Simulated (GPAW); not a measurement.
Worked example: self-consistent single point of Ga2Cu (P1, 3 atoms in the cell) in GPAW.

Method: LDA (Perdew-Wang 92), GPAW PAW datasets LDA (gpaw-data 1.0.1) (plane waves; GPAW 25.7.0).

The change in words: atoms moved at random. Reference geometry:
```yaml
crystal:
  lattice:
    - [2.79944, 0.00000, 0.00000]
    - [0.00000, 2.79944, 0.00000]
    - [0.00000, 0.00000, 5.80334]
  atoms:
    - { symbol: Ga, position: [0.50000, 0.50000, 0.28432] }
    - { symbol: Ga, position: [0.50000, 0.50000, 0.71568] }
    - { symbol: Cu, position: [0.00000, 0.00000, 0.00000] }
```

Reference input (self-consistent single point, DFT LDA (Perdew-Wang 92), plane waves, GPAW PAW datasets LDA (gpaw-data 1.0.1)): mode = pw; ecut = 850 eV; xc = LDA; kpts = 8 8 4; mesh shift (steps) = 0 0 0; occupations.name = methfessel-paxton; occupations.width = 0.136 eV; occupations.order = 0; nbands = -9; symmetry.symmorphic = false; symmetry.tolerance = 0.0005; maxiter = 120. This run's input differs from it in these lines:

```diff
@@ -8,5 +8,5 @@
                     [0.000000, 0.000000, 5.803340]],
-              scaled_positions=[[0.500000, 0.500000, 0.284320],
-                                [0.500000, 0.500000, 0.715680],
-                                [0.000000, 0.000000, 0.000000]],
+              scaled_positions=[[0.479249, 0.510700, 0.278479],
+                                [0.499615, 0.503927, 0.721358],
+                                [0.021137, -0.014627, 0.000163]],
               pbc=True)
```

Output (repeated stretches shortened):

```
     iter     time        total  log10-change:
                         energy   eigst   dens
iter:   1 --:--:--   -14.001716
iter:   2 --:--:--   -12.952546   -1.78  -1.03
iter:   3 --:--:--   -12.308764   -1.07  -1.11
iter:   4 --:--:--   -12.333207   -1.39  -1.24
iter:   5 --:--:--   -12.334356   -1.95  -1.43
   [... 2 lines left out ...]
iter:   8 --:--:--   -12.185867   -2.21  -2.00
iter:   9 --:--:--   -12.195844   -2.74  -2.55
iter:  10 --:--:--   -12.185481   -2.91  -2.26
iter:  11 --:--:--   -12.185393   -3.95  -3.02
iter:  12 --:--:--   -12.185438c  -5.10  -3.43
iter:  13 --:--:--   -12.185419c  -6.63  -3.43
iter:  14 --:--:--   -12.185396c  -5.97  -3.48
iter:  15 --:--:--   -12.185393c  -7.25  -3.53
iter:  16 --:--:--   -12.185391c  -7.60c -3.58
iter:  17 --:--:--   -12.185387c  -7.16  -3.69
iter:  18 --:--:--   -12.185385c  -6.87  -4.16c
iter:  19 --:--:--   -12.185385c  -7.92c -4.37c
Converged after 19 iterations.

Dipole moment: (-0.899754, 0.626904, -0.026701) |e|*Ang

Energy contributions relative to reference atoms: (reference = -150567.209253)

Kinetic:        +13.468973
Potential:      -10.785841
External:        +0.000000
XC:             -14.959885
Entropy (-ST):   -0.008041
Local:           +0.095389
SIC:             +0.000000
--------------------------
Free energy:    -12.189405
Extrapolated:   -12.185385

Showing only first 2 kpts
 Kpt  Band  Eigenvalues  Occupancy
  0     6      3.75947    2.00000
  0     7      3.96987    2.00000
  0     8     13.12938    0.00000
  0     9     13.95826    0.00000

  1     6      3.96986    2.00000
  1     7      4.27079    2.00000
  1     8     10.47982    0.00000
  1     9     14.26980    0.00000

Fermi level: 7.37598

No gap
No difference between direct/indirect transitions
Energy (eV): -12.185385

Forces in eV/Ang:
  0 Ga    0.20703   -0.13166    0.39827
  1 Ga    0.11163   -0.09398   -0.34393
  2 Cu   -0.31973    0.22639   -0.05461

Stress tensor:
     0.012783     0.001804    -0.002615
     0.001804     0.012239     0.001064
    -0.002615     0.001064     0.029805
Stress (GPa, Voigt): [ 2.0481  1.9609  4.7753  0.1704 -0.419   0.2891]
```

The run converged in 19 iterations. GPAW prints stress with tension positive. Against the reference run the free energy goes up by 9.5 meV/atom, the pressure goes from -3.98 to -2.93 GPa and the largest force goes from 0.148 to 0.468 eV/Å.

The starting cell comes from a database of computed structures (which also holds hypothetical and non-ambient phases and stackings), without a prior relaxation at this level. For this run, on top of that: atoms moved at random. Spin polarisation is off.

Cost on one core of a shared machine: roughly 2 min.
